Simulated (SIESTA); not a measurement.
**Several settings converged on a (001) slab of TiO2 (cut from a parent of space group no. 141; 12 atoms in the cell)**

```xyz
12
Lattice="3.7661 0.0000 0.0000 0.0000 3.7661 0.0000 0.0000 0.0000 21.8917" Properties=species:S:1:pos:R:3 pbc="T T T"
Ti     0.0000     1.8830     7.3975
Ti     0.0000     0.0000    14.4943
O      0.0000     1.8830    14.8917
O      1.8830     1.8830     7.7949
O      0.0000     0.0000     7.0000
O      0.0000     1.8830     9.3656
Ti     1.8830     0.0000    12.1287
Ti     1.8830     1.8830     9.7631
O      1.8830     0.0000    10.1605
O      0.0000     0.0000    12.5261
O      1.8830     1.8830    11.7313
O      1.8830     0.0000    14.0969
```

Base method: SIESTA with LDA PW92, numerical atomic orbitals DZP, PseudoDojo LDA standard norm-conserving potentials (rewritten from UPF to PSML).

Base settings: XC.functional = LDA; XC.authors = PW92; potentials = PseudoDojo LDA standard; PAO.BasisSize = DZP; PAO.EnergyShift = 0.01 Ry; MeshCutoff = 350 Ry; kgrid.MonkhorstPack = 3 3 1; OccupationFunction = FD; ElectronicTemperature = 0.02 eV; MaxSCFIterations = 150.

Core times come from one kind of shared machine, to one figure; runs under 30 s give none.

**The vacuum**

The mesh stays at the base's, so the ladder's end is converged at best in this setting alone.

Only quantities that move along the ladder and can be compared are tabulated; forces are left out, as grid noise moves with the cell; the gap is left out on so coarse a mesh.

| vacuum between outermost atoms (Å) | free energy less the last step's (meV/atom) |
|---|---|
| 3.0 | -48.13 |
| 4.0 | -12.20 |
| 5.0 | -1.36 |
| 6.0 | -0.10 |
| 7.0 | -0.08 |
| 8.0 | -0.08 |
| 10.0 | -0.07 |
| 12.0 | -0.07 |
| 14.0 | 0.03 |
| 17.0 | -0.11 |
| 20.0 | 0.06 |
| 25.0 | -0.10 |
| 30.0 | 0.00 |

Smallest vacuum between outermost atoms (Å) that holds the free energy within 0.5 meV/atom of the last step, with all finer ones: 6.0; the step before is off by 1.4 meV/atom.

**The k-point mesh**

Only quantities that move along the ladder and can be compared are tabulated.

| kgrid.MonkhorstPack | free energy less the last step's (meV/atom) | largest difference of a force vector from the last step's (eV/Å) | gap on the mesh (eV) | core time / last (rough) |
|---|---|---|---|---|
| 2 2 1 | -32.65 | 0.483 | 1.361 | 0.4 |
| 3 3 1 | -6.03 | 0.152 | 1.547 | 0.5 |
| 4 4 1 | 1.04 | 0.035 | 1.324 | 0.4 |
| 5 5 1 | 0.23 | 0.006 | 1.402 | 0.4 |
| 6 6 1 | 0.01 | 0.002 | 1.328 | 0.4 |
| 7 7 1 | -0.01 | 0.000 | 1.365 | 0.4 |
| 8 8 1 | 0.00 | 0.000 | 1.328 | 0.5 |
| 9 9 1 | 0.00 | 0.000 | 1.349 | 0.5 |
| 10 10 1 | 0.00 | 0.000 | 1.328 | 0.6 |
| 12 12 1 | 0.00 | 0.000 | 1.328 | 0.7 |
| 14 14 1 | 0.00 | 0.000 | 1.328 | 0.8 |
| 16 16 1 | 0.00 | 0.000 | 1.328 | 1 |

Coarsest kgrid.MonkhorstPack that holds the free energy within 2 meV/atom of the last step, with all finer ones: 4 4 1, at about 0.4 of the last step's time; the step before is off by 6.0 meV/atom.

Coarsest kgrid.MonkhorstPack that holds the forces within 0.005 eV/Å of the last step, with all finer ones: 6 6 1, at about 0.4 of the last step's time; the step before is off by 0.006 eV/Å.

The gap on the mesh jumps up and down from mesh to mesh; it is no smooth measure of convergence.

**The cutoff of the real-space grid**

The mesh stays at the base's, so the ladder's end is converged at best in this setting alone.

Only quantities that move along the ladder and can be compared are tabulated; the gap is left out on so coarse a mesh.

```tsv
MeshCutoff	largest difference of a force vector from the last step's (eV/Å)	core time / last (rough)
175 Ry (175 Ry used)	0.009	–
210 Ry (213 Ry used)	0.061	–
245 Ry (253 Ry used)	0.044	–
298 Ry (312 Ry used)	0.013	–
350 Ry (360 Ry used)	0.043	0.7
420 Ry (420 Ry used)	0.014	0.5
525 Ry (568 Ry used)	0.019	0.7
700 Ry (701 Ry used)	0.000	1
```

Coarsest MeshCutoff that holds the forces within 0.01 eV/Å: not settled: the last two steps still differ by 0.019 eV/Å, over half the tolerance, so the ladder does not show it.

On the base run: the starting cell has typed, rounded lattice constants, without a prior relaxation at this level. The slab is cut from that crystal, and its faces are unrelaxed. Its lattice was rescaled by up to half a per cent. Spin polarisation is off, though cut faces can carry moments; a gap of a slab can lie between surface states. Values carry the incompleteness of an atom-centred basis. In the base run, forces exceed 1 eV/Å. Another mesh or the band path of this cell gives a smaller gap, so this value is not converged in the mesh.

Left out of this page: 1 run of the series outside the window shown, repeating another row's setting, or not comparable.
